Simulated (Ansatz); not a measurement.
For ZnWO4 (P2/c, No. 13), PBEsol in Ansatz (plane waves, PAW) gives:

| Item | Value |
|---|---|
| volume per atom | 10.90 Å³/atom |
| enthalpy of formation | -1.989 eV/atom |

Q: What does r²SCAN (PAW; Ansatz, a first-principles code) give for the same quantities?

A: 
- equilibrium volume per atom: 10.96 Å³/atom (rises by 0.6 %)
- formation enthalpy: -2.141 eV/atom (moves by -0.152 eV/atom)

For comparison: equilibrium volume per atom 11.07 Å³/atom (measured, 293 K, copied from a table, unchecked, not corrected to a static lattice; as tabulated in Acta Chemica Scandinavica 53, 1103 (1999)).

Changes are worked out from the printed values.

Unless a cell is named, each level is at its own relaxed cell (PBEsol 10.90, r²SCAN 10.96 Å³/atom).

Levels without +SOC leave out spin–orbit coupling, which shifts energies and cells of such heavy elements.

Ansatz's density-functional and Hartree–Fock values are scalar-relativistic unless marked +SOC, with PAW data made under PBE.
